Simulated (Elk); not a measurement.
Troubleshooting Elk: a failed run on AlCu3 (Pm-3m, 4 atoms in the cell). The aim is a self-consistent single point with DFT, PBEsol, all-electron FP-LAPW, Elk's shipped species files, APW+lo basis with extra local orbitals.

Input:

```
tasks
  0

xctype
  22

rgkmax
  8.0

gmaxvr
  16.0

nxlo
  2

lorbcnd
  .true.

rmtscf
  0.95

lmaxi
  2

stype
  1

swidth
  0.00734986

avec
    6.8736520112    0.0000000000    0.0000000000
    0.0000000000    6.8736520112    0.0000000000
    0.0000000000    0.0000000000    6.8736520112

sppath
  './'

atoms
  2   : nspecies
  'Al.in'   : spfname
  2   : natoms; atposl, bfcmt below
  0.0000000000  0.0000000000  0.0000000000    0.0 0.0 0.0
  'Cu.in'   : spfname
  3   : natoms; atposl, bfcmt below
  0.5000000000  0.5000000000  0.0000000000    0.0 0.0 0.0
  0.0000000000  0.5000000000  0.5000000000    0.0 0.0 0.0
  0.5000000000  0.0000000000  0.5000000000    0.0 0.0 0.0

ngridk
  7 7 7
```

Log, with long lists cut:

```
│ Elk code version 10.2.4 started │

Error(readinput): error reading from elk.in
Problem occurred in 'atoms' block
Check input convention in manual
```

Q: From the messages shown, name the fault and mend the input.

A: The fault is an atom count that does not match the list of atoms (count of atoms one too high); here the program stops on it instead of giving results. To fix it, make the count match the list. The program stopped before any SCF iteration.

An input that runs soundly differs in these lines (not the only fix; some lines may just follow from the change or write a value another way):
```diff
-  2   : natoms; atposl, bfcmt below
+  1   : natoms; atposl, bfcmt below
```

With that input, the run converged in 17 iterations: total energy -141596.7806 eV; Fermi level (on the code's own zero) 8.33 eV (DFT, PBEsol, all-electron FP-LAPW, Elk's shipped species files, APW+lo basis with extra local orbitals).

On the sound input: the starting cell comes from a database of computed structures (which also holds hypothetical and non-ambient phases and stackings), without a prior relaxation at this level. Spin polarisation is off. Values depend on the basis (sphere radii, cutoffs, local orbitals), which need not be converged.
